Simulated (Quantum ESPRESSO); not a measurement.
Quantum ESPRESSO is run on MgCo4O8 (F-43m, 13 atoms in the cell), and the run fails. The aim is a self-consistent single point with DFT, PBEsol, plane waves, SSSP 1.1.2 efficiency (PBE) pseudopotentials.

Cell that was meant: a = 5.8205 Å, b = 5.8205 Å, c = 5.8205 Å, α = 60.00°, β = 60.00°, γ = 60.00°.

Part of the input:

```fortran
  ibrav = 0,
  celldm(1) = 10.99917758,
  nat = 13,
  ntyp = 2,
  ecutwfc = 55,
  ecutrho = 440,
  occupations = 'smearing',
```

Output (repeated stretches shortened):

```
     This program is part of the open-source Quantum ESPRESSO suite
     for quantum simulation of materials; please cite

Warning: card O     15.9990  O.PBE-N-KJPAW_PSL.0.1.UPF ignored

 %%%%%%%%%%%%%%%%%%%%%%%%%%%%%%%%%%%%%%%%%%%%%%%%%%%%%%%%%%%%%%%%%%%%%%%%%%%%%%
     Error in routine read_cards (6):
     species O in ATOMIC_POSITIONS is nonexistent
 %%%%%%%%%%%%%%%%%%%%%%%%%%%%%%%%%%%%%%%%%%%%%%%%%%%%%%%%%%%%%%%%%%%%%%%%%%%%%%

     stopping ...
```

Q: From the messages shown, name the fault and mend the input.

A: The fault is a species count that does not match the list of species. The number of species decides how many lines of the species card are read. To fix it, make the count match the list. The program stopped before any SCF iteration.

The sound input it was made from differs as follows (other fixes are possible):
```diff
-  ntyp = 2,
+  ntyp = 3,
```

With that input, the run converged in 17 iterations: free energy E − TS -21155.6318 eV; Fermi level (on the code's own zero) 7.58 eV; pressure -18.18 GPa; largest force (vector length) 1.589 eV/Å (DFT, PBEsol, plane waves, SSSP 1.1.2 efficiency (PBE) pseudopotentials).

On the sound input: the starting cell comes from a database of computed structures (which also holds hypothetical and non-ambient phases and stackings), without a prior relaxation at this level. Spin polarisation is off, so a magnetic state, if there is one, cannot be reached. With a pressure of about -18 GPa the cell is away from its equilibrium volume at this level. Forces in this geometry exceed 1 eV/Å.
